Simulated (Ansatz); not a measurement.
Results of B3LYP (VWN-RPA form) (plane waves, PAW; Ansatz, a first-principles code) for antifluorite K2Te.

Numerical settings: plane-wave cutoff 460 eV, 6×6×6 k mesh, Fermi–Dirac smearing 0.01 eV, scalar-relativistic PAW data made under PBE.

The cell is scaled about its equilibrium volume:

```tsv
V (Å³/atom)	P (GPa)	direct gap at Γ (eV)	smallest gap on the k mesh (eV)
44.379	0.97	3.447	3.390
45.007	0.74	3.404	3.352
46.191	0.34	3.326	3.282
47.103	0.07	3.269	3.231
48.560	-0.30	3.181	3.153
49.745	-0.57	3.114	3.092
```

A straight line through the gaps at Γ against ln V gives a volume deformation potential dE_g(Γ)/d ln V of -2.9 eV: the gap at Γ widens under compression.

Note: the relaxation could not lower the start's symmetry, so the cell can be a saddle point above a distorted one.

Spin–orbit coupling is not included; with these elements it can move the gap by several tenths of an eV or more.
